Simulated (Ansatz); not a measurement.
The reference is C in the diamond structure (space group Fd-3m, No. 227; a = 3.554 Å).

Method: Kohn–Sham DFT with the PBEsol functional, run in Ansatz (a program for electronic structure) with PAW and 420 eV plane waves, spin-orbit coupling left out.

Before the change:

| Item | Value |
|---|---|
| Band gap | 4.03 eV |
| Pressure | 0.00 GPa |
| Width of the top valence band | 8.51 eV |
| Hole mass | 0.29, 0.29, 0.52 mₑ (at Γ) |
| Smallest direct gap | 5.57 eV |

It is then changed as follows: an isotropic linear strain of +1.50 %, atoms relaxed at fixed cell.

Question: Predict the new band gap, pressure, width of the top valence band, hole mass and smallest direct gap.

Answer: The band gap drops by 0.097 eV, from 4.03 eV to 3.94 eV; the pressure goes from zero to -18.50 GPa; the width of the top valence band drops by 0.39 eV (8.51 eV → 8.12 eV); the hole mass (degenerate bands, along [100]) becomes 0.30, 0.30, 0.50 mₑ (at Γ) (base: 0.29, 0.29, 0.52 mₑ (at Γ)); the smallest direct gap drops by 0.12 eV, from 5.57 eV to 5.45 eV.

Masses are band curvatures over ±0.01 Å⁻¹ around the edge. Stability against distortions was not tested.
